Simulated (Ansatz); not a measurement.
Hypothetical I-43d Si3P4 under a change: pressure 10 GPa

Start from Si₃P₄ (space group I-43d, No. 220; a = 8.0826 Å; a hypothetical phase, not in the database extracts checked).

Perturbation: cell and atoms relaxed at a pressure of 10 GPa.

The values are results of Kohn–Sham DFT with the PBE functional, run in Ansatz (an electronic-structure program) with PAW and 420 eV plane waves, no spin-orbit coupling, not measurements. k-mesh 7×7×7 (Γ-centred); smearing 0.05 eV (Fermi–Dirac).

| quantity | base | changed | shift |
|---|---|---|---|
| volume per atom | 18.86 Å³ | 16.18 Å³ | -2.68 Å³ |
| lattice parameter a | 8.083 Å | 7.680 Å | -0.403 Å |
| enthalpy H = E + PV relative to the base's energy | – | +1.09 eV/atom | – |
| band gap | zero | zero | – |

Cost of the whole job for the changed cell (relaxation, final SCF and bands): roughly 2.3 core-minutes.

Load acts through the strain it causes; cell and atoms are relaxed under it. Whether these cells are dynamically stable was not tested. No other phases were tried under pressure. The final runs are not spin-polarised. A zero or small gap of Si3P4 can be the functional's error rather than a property of the material.
